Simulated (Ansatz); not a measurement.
The reference is ZnS (space group R3m, No. 160; a = 3.784 Å, c = 27.901 Å (hexagonal axes)).

Levels (all Ansatz, an electronic-structure program, PAW, earlier PAW set): PBEsol (420 eV, spin-orbit coupling left out); HSE06 (420 eV, no spin-orbit coupling).

Its gap is 2.13 eV with PBEsol and 3.50 eV with HSE06.

The change: O takes the place of S on all its sites; the structure is relaxed again.

With PBEsol the gap becomes 0.66 eV.

### Question
If the HSE06 correction stayed the same, what would the HSE06 gap be, and what does the HSE06 run give?

### Answer
A rigid correction of +1.37 eV gives 2.03 eV. The HSE06 run gives 2.48 eV, so the correction itself changes by +0.45 eV.

Single points use the geometry relaxed with PBEsol. Stability against distortions was not tested. As relaxed here, ZnO is a hypothetical phase, not in the database extracts checked. This is not the structure that ZnS has at room temperature and ambient pressure.
